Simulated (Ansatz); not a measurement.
**MoS2 under a change: biaxial strain +1.80 %, plane normal [001], relaxed out of plane**

Take MoS$_{2}$ (space group P6_3/mmc, No. 194; a = 3.1493 Å, c = 12.0895 Å; layered, stacked along the Cartesian z axis) as the base. Axes: x lies along a and z along c of the hexagonal cell.

Now apply this change: biaxial strain +1.80 %, plane normal [001], relaxed out of plane (Cartesian); in-plane vectors clamped, the third vector and the atoms free.

Computed with PBE-D3(BJ), PAW, 420 eV (Ansatz, an electronic-structure program; spin-orbit coupling left out). k-mesh 12×12×3 (Γ-centred); smearing 0.05 eV (Fermi–Dirac).

| quantity | base | changed | shift |
|---|---|---|---|
| volume per atom | 17.31 Å³ | 17.83 Å³ | +0.52 Å³ |
| shortest interatomic distance | 4.535 bohr | 4.559 bohr | +0.024 bohr |
| pressure (mean of the normal stresses, compression positive) | 0.00 GPa | -3.18 GPa | -3.18 GPa |
| band gap (an upper bound: an edge found on the path is not a true extremum; the changed cell) | 0.77 eV | 0.70 eV | -0.07 eV |
| out-of-plane strain | – | -0.59 % | – |
| ratio −ε⊥/ε∥ | – | 0.33 | – |

Whether these cells are dynamically stable was not tested.
